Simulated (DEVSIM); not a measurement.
Device: Al/SiO2/n-GaSb capacitor, at 300 K.

Layer 1 from the left is SiO2, thickness (nm) 14.0. Layer 2 from the left is GaSb, thickness (nm) 4900, Nd (cm⁻³) 3e16.

Metal gate on the left, work function 4.1 eV. Fixed charge at the semiconductor interface 4.2e11 cm⁻² (in units of +e); interface traps 1.8e10 cm⁻² eV⁻¹, uniform in energy, neutral level at 0.7 of the gap above the valence band.

Constants are typed, rounded textbook-type inputs, not results; the design itself was drawn at random and stands for no fabricated device. Values at 300 K.

SiO2: gap (eV) 9, affinity (eV) 0.9, permittivity 3.9. GaSb: gap (eV) 0.726, affinity (eV) 4.06, permittivity 15.7, Nc (cm⁻³) 2.1e17, Nv (cm⁻³) 1.8e19.

Model (solved in DEVSIM): 1D Poisson equation in equilibrium, Boltzmann statistics, complete ionisation; no quantum confinement or tunnelling. Metal contacts follow the ideal Schottky-Mott rule: no Fermi-level pinning, no interface dipoles.

Question: What does the simulation give for the threshold voltage (band bending 2φF), the minimum of the low-frequency capacitance, the flat-band voltage?

Answer: threshold voltage (band bending 2φF) -1.13 V; minimum of the low-frequency capacitance 0.0700 μF/cm²; flat-band voltage -0.28 V.
